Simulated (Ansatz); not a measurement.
System: GdScO3 (model structure, started from the cubic perovskite type, Pm-3m, No. 221, 5 atoms in the cell). Method: PBEsol (plane waves, PAW; Ansatz, an electronic-structure program).

Numerical settings: plane-wave cutoff 520 eV, 8×8×8 k mesh, Fermi–Dirac smearing 0.01 eV, spin-polarised with parallel moments, scalar-relativistic PAW data made under PBE.

Cell (relaxed with PBEsol):

```xyz
5
Lattice="3.9789 0.0000 0.0000 0.0000 3.9789 0.0000 0.0000 0.0000 3.9789" Properties=species:S:1:pos:R:3 pbc="T T T"
Gd     0.0000     0.0000     0.0000
Sc     1.9895     1.9895     1.9895
O      0.0000     1.9895     1.9895
O      1.9895     1.9895     0.0000
O      1.9895     0.0000     1.9895
```
Starting moments (μB, in the order of the record's atoms Gd Sc O O O): 7.0 0.0 0.0 0.0 0.0.

Q: Estimate the band gap, smallest direct gap on the k points sampled and direct gap at Γ that the calculation returns.

A: 
band gap: 1.16 eV
smallest direct gap on the k points sampled: 1.20 eV
direct gap at Γ: 1.23 eV

Note: the magnetic order was assumed, not searched for or taken from measurement; the 4f shell is treated without U or exact exchange, so its levels and filling can be wrong; the relaxation could raise the start's symmetry but not lower it, so the cell can be a saddle point.

Spin–orbit coupling is not included.

The computed numbers hold no vibrational or temperature effects.

A model structure was made by putting elements into a prototype or built by hand; it is no filed structure, need not be a known phase, and can be a saddle point held by its symmetry.
